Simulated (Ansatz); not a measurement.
Method: PBE (plane waves to 420 eV, PAW; Ansatz, a quantum-chemistry and plane-wave program).

Planar average of the electrostatic potential across the slab, in eV from the Fermi level, for a constructed model of the (111) surface of fcc Cu, a pseudomorphic layer of Re in the other hollow (bottom of the slab: a bare face, its two planes held):

(z (Å), V (eV)): (3.83, 4.80); (4.13, 4.80); (4.42, 4.80); (4.72, 4.80); (5.01, 4.79); (5.31, 4.78); (5.60, 4.75); (5.90, 4.70); (6.19, 4.58); (6.49, 4.33); (6.78, 3.79); (7.08, 2.64); (7.38, -0.12); (7.67, -7.33); (7.96, -14.71); (8.26, -17.03); (8.55, -13.74); (8.85, -6.00); (9.14, -0.37); (9.44, -0.64); (9.73, -6.77); (10.03, -14.37); (10.32, -17.27); (10.62, -14.56); (10.91, -7.06); (11.21, -0.78); (11.50, -0.46); (11.80, -6.10); (12.09, -13.90); (12.39, -17.26); (12.68, -15.01); (12.98, -7.75); (13.27, -1.04); (13.57, -0.20); (13.86, -5.18); (14.16, -13.16); (14.46, -17.14); (14.75, -15.51); (15.04, -8.66); (15.34, -1.48); (15.63, -0.01); (15.93, -4.32); (16.22, -12.37); (16.52, -16.93); (16.81, -15.91); (17.11, -9.51); (17.40, -1.92); (17.70, 0.21); (17.99, -3.18); (18.29, -11.23); (18.58, -16.66); (18.88, -16.56); (19.18, -10.98); (19.47, -3.23); (19.77, -0.87); (20.06, -4.54); (20.36, -14.56); (20.65, -24.42); (20.95, -28.58); (21.24, -25.34); (21.54, -15.95); (21.83, -5.12); (22.12, 0.66); (22.42, 3.30); (22.71, 4.55); (23.01, 5.13); (23.30, 5.39); (23.60, 5.51); (23.89, 5.56); (24.19, 5.59); (24.48, 5.60); (24.78, 5.60); (25.07, 5.60); (25.37, 5.61)

Set-up: 7 atoms, 13.0 Å thick at the start with caps and adatoms (thin: gaps and levels are the slab's own); mesh 17x17x1; 0.1 eV smearing; dipole correction on; 2 atoms held, the rest relaxed; symmetry of the start imposed; no spin, no spin-orbit, no U. In PBE it is, or lies within 0.01 eV a 1x1 cell of, the lowest of the 2 structures of its composition computed so far; subsurface sites and larger cells were not tried.

Question: The surface cell has an area of 5.71 Å². What dipole along the normal does the step between the two vacuum levels imply?

Answer: the top vacuum level lies 0.81 eV above the bottom one; p = −ε₀ A ΔV (ε₀ = 0.005526 e/(V·Å)) gives -0.03 e·Å a cell.
